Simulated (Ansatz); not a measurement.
Worked calculations on one periodic cell of amorphous Al28O45W: Al28O45W, 74 atoms, volume 820.3 Å³, made by a melt-quench on the CHGNet potential and relaxed with DFT. O atoms were pushed apart under 1.9 Å during the dynamics, to hinder bonds among them. It is a model cell: composition and starting density were chosen by hand, and all elements were melted together. Cycles of charging were run to anneal it. All values below come from PBE, scalar-relativistic without spin-orbit coupling (plane waves to 420 eV, PAW; Ansatz, a first-principles code). Sampling: a 2×2×2 Γ-centred mesh; Fermi-Dirac width 0.02 eV; no spin polarisation. Its volume was held where the quench left it, its shape was free, and it stands at a mean pressure of -0.4 GPa with stress components up to 0.6 GPa; the relaxation ran on the zone centre alone. Its density went from a set 3.36 to 3.36 g/cm³. The cell is small and was quenched far faster than a real film, so it is one sample of the glass.

Question: Count formal charges (Al +3, O -2, W +6). What does the count lead one to expect at the Fermi level, and what does the calculation give?

Answer: 28 × (+3) + 45 × (-2) + 1 × (+6) = 0. The charges balance, so the anion-derived valence states can be full and a gap can open. On this mesh the highest filled and lowest empty level lie 2.64 eV apart; localised defect or tail levels set that (at the zone centre the more localised edge state sits most on one W atom with neighbours O 1.81 Å, O 1.84 Å, O 1.88 Å, O 1.95 Å, O 2.08 Å, O 2.21 Å), and the nearest spread-out levels lie 4.0 eV apart.

Four energies for an added electron at PBE on the zone centre alone (charged cells in a uniform background, spin-polarised): neutral at the neutral geometry -51063.810 eV; charged at the neutral geometry -51055.408 eV; charged and relaxed -51055.830 eV; neutral at the charged geometry -51063.096 eV.

Question: Find the two relaxation energies and their sum, the reorganisation energy.

Answer: On charging: -51055.408 − (-51055.830) = 0.422 eV. On discharging: -51063.096 − (-51063.810) = 0.714 eV. The sum is 1.136 eV. The carrier's level spreads over 3 of the 74 atoms' worth, so it counts as localised, most on one W atom with neighbours O 1.81 Å, O 1.84 Å, O 1.88 Å, O 1.95 Å, O 2.08 Å, O 2.21 Å (neutral geometry). The values are uncorrected: the image energy of a point charge in this cell, 2.84 × 14.40 / (2 × 9.4) = 2.2 eV before screening, is screened by electrons alone at the fixed geometry and by ions too after relaxing, and the carrier can be spread before it relaxes, so each term can be off by up to that value times 1/ε∞, some tenths of an eV. PBE's self-interaction favours spread-out carriers, so a hybrid can localise more.

Four energies for a hole at PBE on the zone centre alone (charged cells in a uniform background, spin-polarised): neutral at the neutral geometry -51063.810 eV; charged at the neutral geometry -51068.916 eV; charged and relaxed -51069.226 eV; neutral at the charged geometry -51063.021 eV.

Question: Find the two relaxation energies and their sum, the reorganisation energy.

Answer: On charging: -51068.916 − (-51069.226) = 0.310 eV. On discharging: -51063.021 − (-51063.810) = 0.789 eV. The sum is 1.099 eV. The carrier's level spreads over 4 of the 74 atoms' worth, so it counts as localised, most on one O atom with neighbours Al 1.76 Å, Al 1.89 Å, Al 1.94 Å (neutral geometry). The values are uncorrected: the image energy of a point charge in this cell, 2.84 × 14.40 / (2 × 9.4) = 2.2 eV before screening, is screened by electrons alone at the fixed geometry and by ions too after relaxing, and the carrier can be spread before it relaxes, so each term can be off by up to that value times 1/ε∞, some tenths of an eV. PBE's self-interaction favours spread-out carriers, so a hybrid can localise more.
